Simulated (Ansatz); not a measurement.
Consider GaSb in the zinc blende structure (space group F-43m, No. 216; a = 6.132 Å).

Level of theory: r2SCAN, PAW, 500 eV (Ansatz, a first-principles code; scalar-relativistic without spin-orbit coupling).

Strains are applied to the cell and any free atomic positions relax.

One change was made to it. Results:

| quantity | base | after |
|---|---|---|
| band gap | 0.41 eV | 0.30 eV |
| pressure | 0.01 GPa | -0.76 GPa |
| energy relative to the base (free energy F) | 0 meV/atom | +1.0 meV/atom |

Name the change that was made.
A) isotropic strain +1.00 %
B) isotropic strain +3.00 %
C) isotropic strain +0.50 %
D) isotropic strain +2.00 %
E) isotropic strain +2.50 %

C, isotropic strain +0.50 %. For comparison, the band gap in the other runs: isotropic strain +2.00 % gives zero; isotropic strain +1.00 % gives 0.19 eV; isotropic strain +3.00 % gives zero; isotropic strain +2.50 % gives zero.

With Sb present, leaving out spin-orbit coupling can change the band edges. Whether these cells are dynamically stable was not tested. The final runs are not spin-polarised. A zero or small gap of GaSb under isotropic strain +0.50 %, GaSb under isotropic strain +2.00 %, GaSb under isotropic strain +1.00 % and GaSb under isotropic strain +3.00 % can be the functional's error rather than a property of the material.
